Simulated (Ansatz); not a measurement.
The starting structures come from a database of crystals and need not be the phases stable at ambient conditions.

 Where the default PAW files enter, the runs use the earlier of Ansatz's two default sets.

The decay constant κ of evanescent states in the gap governs leakage through a thin film.

Here is the system:

```
CELL_PARAMETERS angstrom
      4.93698     0.00000     0.00000
      2.46849     4.77334     0.00000
      2.46849     1.27656     4.08053
ATOMIC_POSITIONS crystal
  Zn 0.50000 0.50000 0.50000
  Pd 0.00000 0.00000 0.00000
  F  0.60789 0.24616 0.24092
  F  0.39211 0.75384 0.75908
  F  0.90503 0.24616 0.60789
  F  0.09497 0.75384 0.39211
  F  0.24092 0.24616 0.90503
  F  0.75908 0.75384 0.09497
```

Space group of this cell: R-3. The cell is taken as given.

Transport runs along the normal of the first two printed cell vectors, the (101) plane of the conventional cell.

No gap correction and no spin-orbit coupling; mid-gap values are interpolated between computed energies.

Q: Estimate the band gap and the smallest decay constant κ at mid-gap that r2SCAN (Ansatz, a first-principles code) returns for this system.

A: Gap 2.15 eV on a 8×8×8 mesh; κ = 0.490 1/Å, at the zone centre.
